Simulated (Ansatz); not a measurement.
## Rb: energy against volume

Rb (bcc, Im-3m, 91.391 Å³/atom and stress up to 0.01 GPa in the relaxed cell, cube axes along x, y and z) under an equal strain ε along all three axes. PBE in Ansatz, a plane-wave DFT program (PAW, default set), 420 eV, 16×16×16 Γ-centred mesh, Fermi-Dirac smearing 0.10 eV.

Here V stands for volume and E for E less E0.

```
volume (Å³/atom)  E less E0 (meV/atom)  pressure (GPa)
----------------  --------------------  --------------
86.0167                           2.61            0.18
87.3400                           1.37            0.13
88.6768                           0.54            0.08
90.0272                           0.08            0.04
91.3912                           0.00            0.00
92.7689                           0.27           -0.04
94.1604                           0.88           -0.08
95.5658                           1.82           -0.11
96.9851                           3.07           -0.15
99.8656                              ?               ?
```

Fit E of the 9 rows that show it with the third-order Birch-Murnaghan form, a cubic in V^(-2/3). With u = V^(-2/3) - 0.0493, the rows have u = 0.0020190, 0.0014993, 0.0009875, 0.0004834, -0.0000132, -0.0005024, -0.0009844, -0.0014592, -0.0019271. Least squares gives E = -0.003 - 175.1·u + 732333·u² - 2311323·u³. Residuals (row less fit): 0.000, -0.003, 0.004, -0.003, 0.001, 0.000, -0.001, 0.001, -0.001; standard error 0.003 (degrees of freedom: 5). Its minimum lies at u = 0.0001196, so V0 = (0.0494196)^(-3/2) = 91.02. There d²E/du² = 1463000 and d³E/du³ = -1.387e7, so B0 = (4/9) × 91.02^(-7/3) × 1463000 × 0.160218 = 2.80 GPa (the last factor turns the table's units into GPa), and B0' = 4 + (2/3) × 0.0494196 × (-1.387e7)/1463000 = 3.7. B0' rests on the cubic coefficient alone and has a standard error of 0.1 from these residuals.

Task: Predict the withheld E at V = 99.8656 from the fit, and compare with the calculation.

Result: u = -0.0028425, so E = -0.003 - 175.1 × (-0.0028425) + 732333 × (-0.0028425)² - 2311323 × (-0.0028425)³ = 6.465 meV/atom. The calculation gives 6.45 meV/atom, 0.015 meV/atom below the prediction (0.2 % of the range of E in the table). The row lies outside the fitted rows, so this is an extrapolation. The scatter of the fitted rows lies at the last printed digit.

In a metal these values are sensitive to mesh and smearing; energies are taken to zero smearing, stresses follow the free energy. Other structures, which can take over under pressure, weren't tried. The same form fitted to the pressure column gives B0' = 3.8; series where the two differ by over 0.4 aren't shown. Rows are the converged runs of the series near zero and its far end, less any whose ions stayed unrelaxed beside relaxed ones; series whose fitted rows scatter by over a few per cent of the range, as at a crossing or softening among them, aren't shown in this form.
